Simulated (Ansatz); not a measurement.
Input and output of a self-consistent single point for YSn₃ (Pm-3m, 4 atoms in the cell) (Ansatz, an electronic-structure program)

Method: LDA (PW92), default PAW files made with PBE (plane waves; Ansatz).

Input:

Ansatz 0.2 input:
```yaml
# YSn3
crystal:
  lattice:
    - [4.71443100, 0.00000000, 0.00000000]
    - [0.00000000, 4.71443100, 0.00000000]
    - [0.00000000, 0.00000000, 4.71443100]
  atoms:
    - { symbol: Y, position: [0.00000000, 0.00000000, 0.00000000] }
    - { symbol: Sn, position: [0.50000000, 0.50000000, 0.00000000] }
    - { symbol: Sn, position: [0.00000000, 0.50000000, 0.50000000] }
    - { symbol: Sn, position: [0.50000000, 0.00000000, 0.50000000] }
basis:
  ecutwfc: 420.0 eV
kpoints:
  mp_grid:
    grid: [7, 7, 7]
hamiltonian:
  xc: lda
  pseudopotentials:
    kind: paw
scf:
  occupations:
    method: fermi_dirac
    width: 0.1 eV
output:
  forces: true
  eigenvalues: true
  stress: true
```

Log, with long lists cut:

```
WARN ansatz: RAYON_NUM_THREADS=1 ignored (pool sized by the plan → 1); use --threads N
Pseudopotentials: kind: paw
Pseudopotential: Y, paw, valence charge 11
Pseudopotential: Sn, paw, valence charge 14
Crystal: 4 atoms, lattice volume = 104.782 Å³
Basis set: ecut = 420 eV, 2103 PW (Γ)
Bands: 32, of which v1, the nominal top of the filled ones, is band 27 counted from 1 (26 counted from 0)
Symmetry: 48 space group operations
Space group: Pm-3m (ITA 221), of the structure as read, at distance tolerance 4.7e-5 Å
k-points: 20 of 343
PAW frozen core: Y, regenerated for the run's functional, and the local potential with it
PAW frozen core: Sn, regenerated for the run's functional, and the local potential with it
Initial density: superposition of atomic densities (neutral atoms: chi_scale 0, normalization atom), corrected by the library's trained network
Initial wavefunctions: pseudopotential atomic-orbital guess
Eigensolver: davidson
Functional: x = slater, c = lda
SCF iter   1: F=—  HF=-21386.172831 eV  |F-HF|=—  |Δ(HF+E_count)|=         —  Δρ=7.53e-3  dr2=3.88e-2  ethr=1.77e-3  ⟨swp⟩=6.0  Hψ=2596  notcnv=0
all-band conjugate gradients solve this SCF's bands
preconditioner: auto → Kerker (q_TF=auto, 2.435 Å⁻¹)
SCF iter   2: F=—  HF=-21386.164032 eV  |F-HF|=—  |Δ(HF+E_count)|=   8.80e-3  Δρ=3.79e-3  dr2=1.24e-2  ethr=7.33e-5  ⟨swp⟩=2.2  Hψ=1180  notcnv=0
SCF iter   3: F=—  HF=-21386.160448 eV  |F-HF|=—  |Δ(HF+E_count)|=   3.58e-3  Δρ=5.63e-4  dr2=4.88e-4  ethr=2.33e-5  ⟨swp⟩=2.0  Hψ=729  notcnv=0
SCF iter   4: F=—  HF=-21386.160317 eV  |F-HF|=—  |Δ(HF+E_count)|=   1.31e-4  Δρ=1.86e-4  dr2=5.17e-5  ethr=9.21e-7  ⟨swp⟩=2.0  Hψ=776  notcnv=0
SCF iter   5: F=—  HF=-21386.160304 eV  |F-HF|=—  |Δ(HF+E_count)|=   1.25e-5  Δρ=3.04e-5  dr2=9.70e-7  ethr=9.75e-8  ⟨swp⟩=3.0  Hψ=1268  notcnv=0
SCF iter   6: F=-21386.160304 eV  HF=-21386.160304 eV  |F-HF|=1.80e-8  |Δ(HF+E_count)|=   3.13e-8  Δρ=6.09e-6  dr2=5.99e-8  ethr=1.89e-10  ⟨swp⟩=6.7  Hψ=2571  notcnv=0
SCF 1 converged in 6 iterations: F = -21386.160304 eV  dr2 = 5.99e-8
SCF converged after 6 iterations
Free energy (F): -21386.160304 eV
Harris-Foulkes:  -21386.160304 eV  (|F-HF|=1.80e-8)
Internal energy: -21386.104881 eV  (E = F + TS)
E sigma→0 (E₀):  -21386.132592 eV
Entropy (-TS):   -0.055423 eV (-13.856 meV/atom)
Fermi energy:    11.507167 eV
--- Per-component energies (eV) ---
  E_band       = -320.210102
  E_kinetic    = 869.698464
  E_local      = -2993.752560  (includes V_loc(G=0)·N_el)
  E_nonlocal   = -30.733175
  E_hartree    = 1725.376744
  E_xc         = -1310.543749
  E_vxc        = -496.566030  (∫ρ·V_xc dr)
  E_paw        = -14707.394467  (= ΣΔE_a)
  E_vpaw       = -1119.614911  (= ΣTr[D̂ρ^β])
  E_aug_tail   = 0.000000  (compensation charges beyond the density's cutoff)
  E_ewald      = -4940.360417
  E_core_change = 1.604281  (= ΣΔE_core)
  E_smearing   = -0.055423  (= −TS)
  E_closure    = 0.000000  (closes the sum)
  Σ components = -21386.160304   (vs F -21386.160304, Δ=0.00e0)
--- Forces (eV/Å), atoms counted from 1 ---
  atom   1  Y     -0.00000000     0.00000000     0.00000000
   [... zero for the other atoms too ...]
  max |Σ_I F_I| component: 3.79e-29 eV/Å
--- Stress (GPa, compression-positive) ---
       -4.273772       0.000000       0.000000
       -0.000000      -4.273772       0.000000
        0.000000       0.000000      -4.273772
  P = ⅓ Tr σ = -4.2738 GPa (-42.738 kbar)
  The stress holds the Pulay correction. Without it, at fixed plane waves, as pw.x and ABINIT print it: P = -4.2959 GPa
--- Band table (eV; the first three rows and the last of 20) ---
  k-point 0: bands = ["-31.6822", "-11.7206", "-11.7206", "-11.7206", "-9.9493", "-9.9493", "-9.9493", "-9.9473", "-9.8241", "-9.8241", "-9.7839", "-9.7839", "-9.7824", "-9.7824", "-9.7824", "-9.6884", "-9.6884", "-9.6884", "-9.6712", "0.7468", [...]
  k-point 1: bands = ["-31.6821", "-11.7279", "-11.7231", "-11.7231", "-9.9476", "-9.9383", "-9.9366", "-9.9366", "-9.8225", "-9.8173", "-9.7895", "-9.7840", "-9.7836", "-9.7792", "-9.7792", "-9.7015", "-9.7015", "-9.6884", "-9.6772", "0.8923", [...]
  k-point 2: bands = ["-31.6818", "-11.7442", "-11.7286", "-11.7286", "-9.9438", "-9.9144", "-9.9012", "-9.9012", "-9.8196", "-9.8049", "-9.7995", "-9.7877", "-9.7825", "-9.7728", "-9.7728", "-9.7370", "-9.7370", "-9.6937", "-9.6884", "1.3163", [...]
  k-point 19: bands = ["-31.6807", "-11.7417", "-11.7387", "-11.7387", "-9.8958", "-9.8874", "-9.8874", "-9.8578", "-9.8578", "-9.8497", "-9.8497", "-9.8017", "-9.7941", "-9.7941", "-9.7598", "-9.7598", "-9.6949", "-9.6949", "-9.6868", "3.8690", [...]
```

The run converged in 6 iterations.

The starting cell comes from a database of computed structures (which also holds hypothetical and non-ambient phases and stackings), without a prior relaxation at this level. Its lattice was rescaled by up to half a per cent. With a pressure of about -4 GPa the cell is away from its equilibrium volume at this level. Ansatz's pressure includes its estimate of the finite-basis (Pulay) stress.
